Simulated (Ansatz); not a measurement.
Consider BP in the zinc blende structure (space group F-43m, No. 216).

```xyz
2
Lattice="0.0000 2.2683 2.2683 2.2683 0.0000 2.2683 2.2683 2.2683 0.0000" Properties=species:S:1:pos:R:3 pbc="T T T"
B      0.0000     0.0000     0.0000
P      1.1341     1.1341     1.1341
```

Cartesian axes are those of the cell as printed.

Method: DFT with r2SCAN, PAW potentials and a 500 eV plane-wave cutoff in Ansatz (a first-principles code), scalar-relativistic without spin-orbit coupling.

Strains are applied to the cell and any free atomic positions relax; under biaxial strain the out-of-plane vector relaxes too.

One change was made to it. Results:

The energy rises by 22 meV/atom; the band gap drops by 0.22 eV, from 1.41 eV to 1.19 eV.

Q: What was done to the base?
A. biaxial strain −2.08 %, plane normal [111], relaxed out of plane
B. biaxial strain −0.83 %, plane normal [111], relaxed out of plane
C. biaxial strain −1.67 %, plane normal [111], relaxed out of plane
D. biaxial strain −2.50 %, plane normal [111], relaxed out of plane

A: D, biaxial strain −2.50 %, plane normal [111], relaxed out of plane. For comparison, the band gap in the other runs: biaxial strain −2.08 %, plane normal [111], relaxed out of plane gives 1.24 eV; biaxial strain −1.67 %, plane normal [111], relaxed out of plane gives 1.28 eV; biaxial strain −0.83 %, plane normal [111], relaxed out of plane gives 1.35 eV.

Whether these cells are dynamically stable was not tested.
